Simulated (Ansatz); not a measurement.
**Cu3Si, response to strain**

Base system: Cu$_{3}$Si (space group P6_3/mmc, No. 194; a cell from a computed database, its experimental status unchecked).

```yaml
crystal:
  lattice:
    - [5.11450, 0.00000, 0.00000]
    - [-2.55725, 4.42929, 0.00000]
    - [0.00000, 0.00000, 4.08014]
  atoms:
    - { symbol: Si, position: [0.33333, 0.66667, 0.75000] }
    - { symbol: Si, position: [0.66667, 0.33333, 0.25000] }
    - { symbol: Cu, position: [0.16761, 0.33522, 0.25000] }
    - { symbol: Cu, position: [0.83239, 0.66478, 0.75000] }
    - { symbol: Cu, position: [0.83239, 0.16761, 0.75000] }
    - { symbol: Cu, position: [0.16761, 0.83239, 0.25000] }
    - { symbol: Cu, position: [0.66478, 0.83239, 0.25000] }
    - { symbol: Cu, position: [0.33522, 0.16761, 0.75000] }
```

Cartesian axes are those of the cell as printed.

Strains are applied to the cell and any free atomic positions relax; under biaxial strain the out-of-plane vector relaxes too.

Calculations: PBEsol, PAW, 420 eV (Ansatz, a quantum-chemistry and plane-wave program; scalar-relativistic without spin-orbit coupling).

Notes on the quantities. pressure: mean of the normal stresses, compression positive; energy relative to the base: free energy F.

| change | pressure | energy relative to the base | shortest interatomic distance |
|---|---|---|---|
| base | 0.0 GPa | 0 meV/atom | 2.513 Å |
| biaxial strain +2.46 %, plane normal [001], relaxed out of plane | -3.5 GPa | +9.6 meV/atom | 2.494 Å |
| biaxial strain +3.33 %, plane normal [001], relaxed out of plane | -4.7 GPa | +17 meV/atom | 2.489 Å |
| isotropic strain −3.80 % | 25.8 GPa | +91 meV/atom | 2.418 Å |
| isotropic strain −1.19 % | 6.6 GPa | +8.1 meV/atom | 2.484 Å |

Without a gap, meshes like the base's 11×11×11 leave anisotropic stresses uncertain by several tenths of a GPa, and small strain energies with them. No phonon test of stability was made. All final runs are without spin polarisation.
